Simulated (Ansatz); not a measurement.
System: LiBr (P6₃mc, No. 186, 4 atoms in the cell; start mp-976280; a measured phase of this formula has another space group). Method: LDA (Ansatz, an electronic-structure program, plane waves, PAW).

Input file:

Ansatz 0.2 input:
```yaml
crystal:
  lattice:
    - [4.0186265487, 0.0, 0.0]
    - [-2.0093132744, 3.4802326795, 0.0]
    - [0.0, 0.0, 6.4400901908]
  atoms:
    - { symbol: Li, position: [0.6666666667, 0.3333333333, 0.8777471551] }
    - { symbol: Li, position: [0.3333333333, 0.6666666667, 0.3777471551] }
    - { symbol: Br, position: [0.6666666667, 0.3333333333, 0.4972528449] }
    - { symbol: Br, position: [0.3333333333, 0.6666666667, 0.9972528449] }
basis:
  ecutwfc: 520
  ecutrho_ratio: 4
  xc_grid: 2
kpoints:
  mp_grid: { grid: [12, 12, 6] }
hamiltonian:
  xc: lda
  dispersion: none
  pseudopotentials: { kind: paw }
scf:
  occupations: { method: fermi_dirac, width: 0.01 }
output:
  forces: true
  stress: true
  eigenvalues: true
relax:
  f_tol: 0.004
  escape_saddle: false
  max_steps: 80
  cell: { stress_tol: 0.02, fix: [volume] }
```

Output (set-up and result lines):

```
Relaxation: its limit of steps is 80 (relax.max_steps)
Crystal: 4 atoms, lattice volume = 90.070 Å³
Basis set: ecut = 520 eV, 2429 PW (Γ), exchange–correlation on 60×60×96 points (8 copies of the dense FFT grid, shifted against one another)
Bands: 14, of which v1, the nominal top of the filled ones, is band 10 counted from 1 (9 counted from 0)
Symmetry: 12 space group operations
Space group: P63mc (ITA 186), of the structure as read, at distance tolerance 4.5e-5 Å
k-points: 76 of 864 (time reversal used)
Functional: x = slater, c = lda
SCF iter   1: F=—  HF=-5797.244992 eV  |F-HF|=—  |Δ(HF+E_count)|=         —  Δρ=4.75e-3  dr2=8.75e-3
SCF iter   2: F=—  HF=-5797.236420 eV  |F-HF|=—  |Δ(HF+E_count)|=   8.57e-3  Δρ=2.36e-3  dr2=2.81e-3
  ...
SCF 1 converged in 6 iterations: F = -5797.234630 eV  dr2 = 8.99e-9
Crystal: 4 atoms, lattice volume = 90.070 Å³
Initial density: handed on by an earlier stage of this run
SCF iter   4: F=—  HF=-5797.234630 eV  |F-HF|=—  |Δ(HF+E_count)|=  1.71e-10  Δρ=1.32e-7  dr2=7.26e-12
SCF iter   5: F=-5797.234630 eV  HF=-5797.234630 eV  |F-HF|=9.09e-13  |Δ(HF+E_count)|=  3.64e-12  Δρ=3.05e-8  dr2=3.56e-13
SCF 2 converged in 5 iterations: F = -5797.234630 eV  dr2 = 3.56e-13
SCF converged after 5 iterations
Free energy (F): -5797.234630 eV
Internal energy: -5797.234630 eV  (E = F + TS)
E sigma→0 (E₀):  -5797.234630 eV
Fermi energy:    3.207667 eV
--- Stress (GPa, compression-positive) ---
        0.510050       0.000000       0.000000
       -0.000000       0.510050       0.000000
        0.000000       0.000000       0.508725
  P = ⅓ Tr σ = 0.5096 GPa (5.096 kbar)
```

The cell is one volume of an energy–volume scan, off the minimum.

The PAW data were made under PBE.

Note: the relaxation could not lower the start's symmetry, so the cell can be a saddle point above a distorted one.

A start named mp-… is a Materials Project structure, which need not be a measured phase.
